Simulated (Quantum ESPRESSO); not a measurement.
Worked example: relaxation of the atoms of NbH (I4mm, 2 atoms in the cell) in Quantum ESPRESSO.

Computed with LDA (PW92), PseudoDojo standard norm-conserving (LDA) pseudopotentials (plane waves; Quantum ESPRESSO).

This input was run:

```fortran
&control
 calculation = 'relax',
 prefix = 'run',
 outdir = './out',
 pseudo_dir = './',
 forc_conv_thr = 3.9e-05,
/
&system
 ibrav = 0,
 nat = 2,
 ntyp = 2,
 ecutwfc = 85,
 occupations = 'smearing',
 smearing = 'fd',
 degauss = 0.0073499,
/
&electrons
 conv_thr = 1.0d-9,
 mixing_beta = 0.7,
/
&ions
/
ATOMIC_SPECIES
Nb    92.9064  Nb.upf
H      1.0080  H.upf
CELL_PARAMETERS angstrom
  -1.5989300000     1.5989300000     1.9743780000
   1.5989300000    -1.5989300000     1.9743780000
   1.5989300000     1.5989300000    -1.9743780000
ATOMIC_POSITIONS crystal
Nb    0.0379870000    0.0379870000    0.0000000000
H     0.5000000000    0.5000000000    0.0000000000
K_POINTS automatic
10 10 10  0 0 0
```

Output, abridged:

```
     Self-consistent Calculation

     iteration #  1     ecut=    85.00 Ry     beta= 0.70

     total energy              =    -125.81894358 Ry
     estimated scf accuracy    <       0.15859999 Ry

     iteration #  2     ecut=    85.00 Ry     beta= 0.70

     total energy              =    -125.85978377 Ry
     estimated scf accuracy    <       0.01637941 Ry

     iteration #  3     ecut=    85.00 Ry     beta= 0.70

     total energy              =    -125.86316985 Ry
     estimated scf accuracy    <       0.00016721 Ry

   [... 3 blocks of this kind left out ...]

     iteration #  7     ecut=    85.00 Ry     beta= 0.70

     total energy              =    -125.86318886 Ry
     estimated scf accuracy    <          1.4E-09 Ry

     iteration #  8     ecut=    85.00 Ry     beta= 0.70
     End of self-consistent calculation

     Number of k-points >= 100: set verbosity='high' to print the bands.

     the Fermi energy is    17.1067 ev

!    total energy              =    -125.86318886 Ry
     estimated scf accuracy    <          1.3E-12 Ry
     smearing contrib. (-TS)   =      -0.00239171 Ry
     internal energy E=F+TS    =    -125.86079715 Ry

     convergence has been achieved in   8 iterations

     Forces acting on atoms (cartesian axes, Ry/au):

     atom    1 type  1   force =     0.00000000    0.00000000   -0.05571205
     atom    2 type  2   force =    -0.00000000   -0.00000000    0.05571205

     Total force =     0.078789     Total SCF correction =     0.000001

     BFGS Geometry Optimization
     Energy error            =      6.2E-03 Ry
     Gradient error          =      5.6E-02 Ry/Bohr

   [... lines left out ...]
     the Fermi energy is    17.1287 ev
!    total energy              =    -125.87086130 Ry
     Total force =     0.000000     Total SCF correction =     0.000004
     bfgs converged in   5 scf cycles and   4 bfgs steps
   [... lines left out ...]
     (criteria: energy <  1.0E-04 Ry, force <  3.9E-05 Ry/Bohr)

     End of BFGS Geometry Optimization

     Final energy             =    -125.8708613025 Ry

     File ./out/run.bfgs deleted, as requested
Begin final coordinates

ATOMIC_POSITIONS (crystal)
Nb               0.0189937112        0.0189937112       -0.0000000000
H                0.5189932888        0.5189932888        0.0000000000
End final coordinates

   JOB DONE.
```

The run converged.  The full log also holds: “SCF correction compared to forces is large: reduce conv_thr to get better values”.

Summary of the result:
```
Property                                     Result
------------------------------------  -------------
Free energy E − TS                    -1712.5603 eV
Fermi level (on the code's own zero)       17.13 eV
Relaxation steps                                  4
```

The starting cell comes from a database of computed structures (which also holds hypothetical and non-ambient phases and stackings), without a prior relaxation at this level. Its lattice was rescaled by up to half a per cent. For this run, on top of that: one atom moved by 0.15 angstrom. Spin polarisation is off. The relaxation keeps the symmetry of its start, so its end need not be a minimum.

Cost on one core of a shared machine: roughly 80 s.
